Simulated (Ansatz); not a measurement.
The reference is Ti₃Al (space group P6_3/mmc, No. 194; a = 5.747 Å, c = 4.632 Å).

Structures relaxed with Ansatz (a first-principles code) r2SCAN, without spin-orbit coupling, earlier PAW set.

Base:

Simulated powder pattern, Mo Kα, λ = 0.71073 Å (kinematic, ideal powder, no thermal factors, no anomalous dispersion; the 14 strongest lines at most, above 2 %, up to 2θ = 40°):

```json
[
 {"2θ (°)": "12.03", "I/Imax (%)": "6.0", "hkl": "(101)"},
 {"2θ (°)": "14.21", "I/Imax (%)": "2.0", "hkl": "(110)"},
 {"2θ (°)": "16.42", "I/Imax (%)": "24", "hkl": "(200)"},
 {"2θ (°)": "17.65", "I/Imax (%)": "26", "hkl": "(002)"},
 {"2θ (°)": "18.66", "I/Imax (%)": "100", "hkl": "(201)"},
 {"2θ (°)": "24.20", "I/Imax (%)": "15", "hkl": "(202)"},
 {"2θ (°)": "28.64", "I/Imax (%)": "17", "hkl": "(220)"},
 {"2θ (°)": "31.43", "I/Imax (%)": "19", "hkl": "(203)"},
 {"2θ (°)": "33.19", "I/Imax (%)": "2.5", "hkl": "(400)"},
 {"2θ (°)": "33.84", "I/Imax (%)": "19", "hkl": "(222)"},
 {"2θ (°)": "34.40", "I/Imax (%)": "13", "hkl": "(401)"},
 {"2θ (°)": "35.74", "I/Imax (%)": "2.6", "hkl": "(004)"},
 {"2θ (°)": "37.83", "I/Imax (%)": "3.2", "hkl": "(402)"},
 {"2θ (°)": "39.57", "I/Imax (%)": "2.7", "hkl": "(204)"}
]
```

It is then changed as follows: cell and atoms relaxed at a pressure of 45 GPa.

After the change:

Simulated powder pattern, Mo Kα, λ = 0.71073 Å (kinematic, ideal powder, no thermal factors, no anomalous dispersion; the 14 strongest lines at most, above 2 %, up to 2θ = 40°):

```csv
2θ (°),d (Å),I/Imax (%),hkl
13.02,3.135,6.3,(101)
15.47,2.640,2.1,(110)
17.88,2.286,24,(200)
19.00,2.153,27,(002)
20.27,2.019,100,(201)
26.21,1.567,15,(202)
31.24,1.320,16,(220)
34.00,1.216,18,(203)
36.22,1.143,2.4,(400)
36.82,1.125,18,(222)
37.53,1.105,12,(401)
38.55,1.076,2.5,(004)
```

The indices refer to the base's conventional cell; one index is shown for lines that coincide.

Load acts through the strain it causes; cell and atoms are relaxed under it. No phonon test of stability was made. Competing high-pressure phases were not computed. The final runs are not spin-polarised.
